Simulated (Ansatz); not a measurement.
Phonon-limited resistivity of TaW₃ (Fm-3m) against temperature in μΩ·cm, PBEsol, DFPT electron-phonon coupling, linearised Boltzmann equation (Ansatz, an electronic-structure program), harmonic crystal at a fixed cell.

```csv
T,ρ
50 K,0.135
77 K,0.51
100 K,[?]
150 K,1.88
200 K,2.8
250 K,3.6
273 K,4.0
300 K,[?]
350 K,5.2
400 K,6.0
500 K,7.6
600 K,[?]
800 K,12.1
```

Question: Fill in the missing entries.

Answer: 
- 100 K, ρ: 0.94
- 300 K, ρ: 4.4
- 600 K, ρ: 9.1

A metal at this level (no band gap). Only scattering by harmonic phonons is included (no impurities, grain boundaries, electron-electron scattering or thermal expansion). Spin-orbit coupling is left out, which matters with elements this heavy. Halving the electron mesh (24x24x24) moves the resistivity by up to 8 %. Smearing 0.20 eV; phonons on a 4x4x4 q mesh, which this run doesn't test and which matters most at low temperature.

Computed structure, not matched to a measured one here, so possibly hypothetical: TaW3 (Fm-3m).
